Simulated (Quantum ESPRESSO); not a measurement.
A user runs Quantum ESPRESSO on Si2Ni (Fm-3m, 3 atoms in the cell) and asks whether the run is sound. The aim is a self-consistent single point with DFT, PBE, plane waves, SSSP 1.1.2 efficiency (PBE) pseudopotentials.

Cell that was meant: a = 3.8228 Å, b = 3.8228 Å, c = 3.8228 Å, α = 60.00°, β = 60.00°, γ = 60.00°.

Part of the input:

```fortran
/
&electrons
    conv_thr = 1.0e-11
    mixing_beta = 1.0
    mixing_ndim = 2
/
ATOMIC_SPECIES
Si    28.0850  Si.pbe-n-rrkjus_psl.1.0.0.UPF
```

Log, with long lists cut:

```
     Message from routine setup:
     using ibrav=0 with symmetry is DISCOURAGED, use correct ibrav instead
     G-vector sticks info
   [... lines left out ...]
         3        Ni     tau(   3) = (   0.0000000   0.0000000   0.0000000  )

     number of k points=   104  Gaussian smearing, width (Ry)=  0.0100

     Number of k-points >= 100: set verbosity='high' to print them.

     Dense  grid:    35845 G-vectors     FFT dimensions: (  45,  45,  45)

     Smooth grid:    12675 G-vectors     FFT dimensions: (  36,  36,  36)

     Initial potential from superposition of free atoms

     starting charge      23.9989, renormalised to      26.0000
     Self-consistent Calculation

     iteration #  1     ecut=    50.00 Ry     beta= 1.00

     total energy              =    -325.34429306 Ry
     estimated scf accuracy    <      51.71402010 Ry

     iteration #  2     ecut=    50.00 Ry     beta= 1.00

     total energy              =    -359.75979189 Ry
     estimated scf accuracy    <     188.59682961 Ry

     iteration #  3     ecut=    50.00 Ry     beta= 1.00

     total energy              =    -366.89545116 Ry
     estimated scf accuracy    <      24.69760394 Ry

   [... 12 blocks of this kind left out ...]

     iteration # 16     ecut=    50.00 Ry     beta= 1.00

     total energy              =    -366.19391484 Ry
     estimated scf accuracy    <          2.6E-10 Ry

     iteration # 17     ecut=    50.00 Ry     beta= 1.00
     End of self-consistent calculation

     Number of k-points >= 100: set verbosity='high' to print the bands.

     the Fermi energy is    13.2138 ev

!    total energy              =    -366.19391484 Ry
     estimated scf accuracy    <          1.9E-12 Ry
     smearing contrib. (-TS)   =      -0.00059995 Ry
     internal energy E=F+TS    =    -366.19331490 Ry

     convergence has been achieved in  17 iterations

     Forces acting on atoms (cartesian axes, Ry/au):

     atom    1 type  1   force =     0.00000000   -0.00000000    0.00000000
   [... zero for the other atoms too ...]

     Total force =     0.000000     Total SCF correction =     0.000000

          total   stress  (Ry/bohr**3)                   (kbar)     P=       36.92
   0.00025098   0.00000000  -0.00000000           36.92        0.00       -0.00
   0.00000000   0.00025098   0.00000000            0.00       36.92        0.00
   0.00000000   0.00000000   0.00025098            0.00        0.00       36.92

   JOB DONE.
```

**Question.** Can these results be used? Check the input.

**Answer.** The results can be used. The input holds unsuitable density mixing, which can do harm: too large a step with little history lets the density overshoot, and too small a step makes little progress in the iterations allowed. Here it did none. The run converged in 17 iterations, and against the sound input the free energy stays essentially unchanged (within 1 meV/atom) and the pressure stays at 3.69 GPa.

The sound input it was made from differs as follows (other fixes are possible):
```diff
-    mixing_beta = 1.0
-    mixing_ndim = 2
```

With that input, the run converged in 28 iterations: free energy E − TS -4982.3220 eV; Fermi level (on the code's own zero) 13.21 eV; pressure 3.69 GPa (DFT, PBE, plane waves, SSSP 1.1.2 efficiency (PBE) pseudopotentials).

On the sound input: the starting cell comes from a database of computed structures (which also holds hypothetical and non-ambient phases and stackings), without a prior relaxation at this level. Its lattice was rescaled by a random factor within 2.5 % of one. Spin polarisation is off. With a pressure of about 4 GPa the cell is away from its equilibrium volume at this level.
